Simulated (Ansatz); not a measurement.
## Mg: energy against strain

Mg (hcp, P6_3/mmc, 22.973 Å³/atom at rest, c along z) under a strain ε along c (axis z), the other axes held. PBE in Ansatz, a plane-wave DFT program (PAW, default set), 420 eV, 21×21×11 Γ-centred mesh, Fermi-Dirac smearing 0.10 eV; ions are relaxed within the symmetry of each cell.

Here s stands for strain and y for E less E0.

| strain (%) | E less E0 (meV/atom) |
|---|---|
| -3.00 | ? |
| -1.50 | 1.02 |
| -1.00 | 0.43 |
| -0.50 | 0.09 |
| 0.00 | 0.00 |
| 0.50 | 0.15 |
| 1.00 | 0.54 |
| 1.50 | 1.15 |

Task: Fit y against s with a parabola, and predict the withheld value at s = -3.00.

Result: Least squares gives y = 0.000 + 0.0479·s + 0.4824·s². Residuals (row less fit): 0.006, -0.005, -0.007, 0.000, 0.005, 0.010, -0.007; standard error 0.008 (degrees of freedom: 4). Twice the quadratic coefficient over the volume, 2 × 0.4824 meV × 10⁴ × 0.1602 / 22.973 Å³, is the elastic constant C33 = 67 ± 0.5 GPa. At the withheld row, y = 0.000 + 0.0479 × (-3.0) + 0.4824 × (-3.0)² = 4.198 meV/atom. The calculation gives 4.40 meV/atom, 0.202 meV/atom above the prediction (4.6 % of the range of y in the table). The row lies outside the fitted rows, so this is an extrapolation. From the scatter of the fitted rows alone, a prediction at this place has a standard error of 0.032 meV/atom, so the miss is 6.3 times that.

One order more, fitted to all 13 runs of the series, follows each within 0.01, so the miss is the next term of a smooth law. In a metal these values are sensitive to mesh and smearing; energies are taken to zero smearing, stresses follow the free energy. Rows are the converged runs of the series near zero and its far end; series whose fitted rows scatter by over a few per cent of the range, as at a crossing or softening among them, aren't shown in this form. Most that stay on the fit to the last digits aren't either.
